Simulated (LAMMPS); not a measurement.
An MD run on Al (fcc) with 90 % of Al sites Cu, 864 atoms, bulk, with Monte Carlo swaps of unlike atoms between MD steps at 920 K (17 attempts an atom).

Model: classical MD, pair style eam/alloy, file AlCu.eam.alloy; code LAMMPS.

Q: Give the volume per atom, the Warren-Cowley parameter Cu-Cu, first shell (negative: neighbours more often than at random; error set to 0.002 at least) as this potential yields it.

A: volume per atom: 12.893 ± 0.007 Å³; Warren-Cowley parameter Cu-Cu, first shell (negative: neighbours more often than at random; error set to 0.002 at least): 0.006 ± 0.002.
